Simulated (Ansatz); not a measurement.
# MgTe, response to strain

The reference is MgTe in the wurtzite structure (space group P6_3mc, No. 186; a = 4.509 Å, c = 7.338 Å). Axes: x lies along a and z along c of the hexagonal cell.

Strains are applied to the cell and any free atomic positions relax.

The values are results of plane-wave PAW DFT at the LDA level (Ansatz, a first-principles code, 420 eV), no SOC, not measurements.

Notes on the quantities. pressure: mean of the normal stresses, compression positive; energy relative to the base: free energy F; band gap: an upper bound: an edge found on the path is not a true extremum; the base alone.

```csv
change,pressure,energy relative to the base,band gap
base,0.00 GPa,0 meV/atom,2.43 eV
uniaxial strain ε_zz = −3.00 %,1.23 GPa,+5.5 meV/atom,2.44 eV
uniaxial strain ε_zz = −2.40 %,?,+3.5 meV/atom,2.44 eV
uniaxial strain ε_zz = −1.80 %,0.72 GPa,+2.0 meV/atom,2.44 eV
uniaxial strain ε_zz = −1.20 %,0.48 GPa,?,2.44 eV
uniaxial strain ε_zz = −0.60 %,0.24 GPa,+0.2 meV/atom,2.43 eV
```

Task: Complete the table.

Result: 
- uniaxial strain ε_zz = −2.40 %, pressure: 0.98 GPa
- uniaxial strain ε_zz = −1.20 %, energy relative to the base: +0.9 meV/atom

Spin-orbit coupling, missing from the scalar runs, can matter with Te. No phonon test of stability was made.
